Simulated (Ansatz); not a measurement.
Q: Name crystals whose hole conductivity mass lies between 1.01 and 1.58 mₑ and whose electron conductivity mass lies between 0.106 and 0.166 mₑ, by PBEsol with spin-orbit coupling, rigid bands (Ansatz, an electronic-structure program).

A: Many crystals can fit; among those computed here:
- CdS (P6_3mc): 1.26 mₑ, 0.133 mₑ

Masses are for dilute carriers at 300 K, harmonic means over directions unless an axis is named.
